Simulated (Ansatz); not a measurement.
Cost and result by functional for the adsorption energy of OH on the 1x1 (0001) surface of hcp Ti, one in a 2x2 cell, started at the site 'hollow Ti-Ti-Ti', in Ansatz (plane waves, PAW). Single points on the PBE structure, on one kind of machine; costs are rough ratios of the slab run's core time (references not counted) to the cheapest single point. r2SCAN's cost holds its higher cutoff (500 against 420 eV). Differences are taken against r2SCAN for comparison alone: no measured value is at hand, so the table doesn't rank accuracy.

Model: 18-atom slab, 6.8 Å thick at the start under the adsorbate (thin: gaps and levels are the slab's own), 6x6x1 mesh, Fermi-Dirac 0.1 eV, dipole correction, 8 atoms held, the rest relaxed; no symmetry held; no spin, no spin-orbit, no U, no dispersion correction. At the end it is bonded to 3 Ti. In PBE it is, or lies within 0.03 eV of, the lowest of the starts that converged. These notes are the PBE run's. Adsorption energies are against H2O(g) − ½ H2(g). A negative adsorption energy means that the adsorbate is more stable on the surface than in its reference.

```tsv
functional	relative cost	adsorption energy (eV)	less r2SCAN (eV)
RPBE	1	-2.29	0.71
r2SCAN	2	-3.00	0.00
PBE (the relaxed run's value)	–	-2.52	0.48
```

The values span 0.71 eV, while the single points' costs differ by a factor of roughly 2. Differences are of unrounded values.

Ansatz is a quantum-chemistry and plane-wave program.
